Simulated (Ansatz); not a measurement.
Report: zincblende GaP (F-43m), biaxial stress in the (001) plane

Cell and atoms are relaxed with r2SCAN to each stress (compression positive); bands and masses by r2SCAN with spin-orbit coupling, rigid bands (plane waves, PAW; Ansatz, a quantum-chemistry and plane-wave program). Strains are changes of length against the unloaded cell.

Space group F-43m (No. 216); a = b = c = 5.4514 Å, α = β = γ = 90.00°

```csv
atom,site,symmetry,x,y,z
Ga,4a,-43m,0.0000,0.0000,0.0000
P,4d,-43m,0.7500,0.7500,0.7500
```
(The calculation used a cell of 2 atoms; values per cell refer to that cell.)

| stress (GPa) | strain [001] (%) | strain [100] (%) | gap (eV) | mₑ* [001] | mₑ* [100] | mₕ* [001] | mₕ* [100] |
|---|---|---|---|---|---|---|---|
| -2.00 | -1.18 | 1.38 | 1.611 | 1.00 | 0.25 | 0.31 | 0.44 |
| -1.00 | -0.58 | 0.67 | 1.720 | 1.02 | 0.25 | 0.41 | 0.47 |
| 0 | 0 | 0 | 1.819 | 0.34 | 0.34 | 0.48 | 0.48 |
| 1.00 | 0.54 | -0.65 | 1.747 | 0.25 | 0.41 | 0.50 | 0.43 |
| 2.00 | 1.06 | -1.26 | 1.677 | 0.25 | 0.40 | 0.46 | 0.38 |

[001] is the normal of the loaded plane; [010] strains as [100]. Masses are conductivity masses at 300 K in electron masses.

Question: From the two loads next to zero, find the biaxial modulus and the ratio of out-of-plane to in-plane strain.

Answer: Between -1.00 and 1.00 GPa the strain along [100] changes by -1.32 % and that along [001] by 1.12 %. The modulus is 2.00/0.0132 = 152 GPa and the ratio of the strains 0.85 (r2SCAN, atoms relaxed). For a cubic (001) plane the ratio is 2C₁₂/C₁₁ and the modulus C₁₁ + C₁₂ − 2C₁₂²/C₁₁, which gives C₁₁ ≈ 142 GPa and C₁₂ ≈ 60 GPa.

Question: How fast does the gap move on either side of zero load?

Answer: Under tension, (1.720 − 1.819) eV over -1.00 GPa = 99 meV/GPa, or about -15 eV per unit strain; under compression, (1.747 − 1.819) eV over 1.00 GPa = -72 meV/GPa, or about 11 eV per unit strain. The two slopes part by 171 meV/GPa; gaps are resolved to about 0.01 eV, which allows 20 meV/GPa, so they differ, even in sign: the gap has a turning point near zero load.

Question: Take the carrier density and the relaxation time as fixed, so that ρ ∝ m*. What gauge factor (Δρ/ρ)/ε follows for current along [100] at the loads next to zero?

Answer: electrons at -1.00 GPa: (0.25/0.34 − 1)/0.0067 ≈ -40; electrons at 1.00 GPa: (0.41/0.34 − 1)/-0.0065 ≈ -32. These are means over a finite load; the small-strain gauge factor differs, most where the load has already emptied the upper valleys or bands. Carriers and loads whose mass moves by under 12 % aren't resolved and aren't listed. The change of shape, which adds a term of order 1 to 2, and that of the scattering between valleys or bands are left out.

Masses are those of dilute carriers in rigid bands with one relaxation time, without polarons. Third decimals of gaps are kept for the arithmetic. Every relaxation keeps the zincblende phase (space group I-4m2 under this load), so a transition, a distortion that breaks the symmetry or fracture can't show.
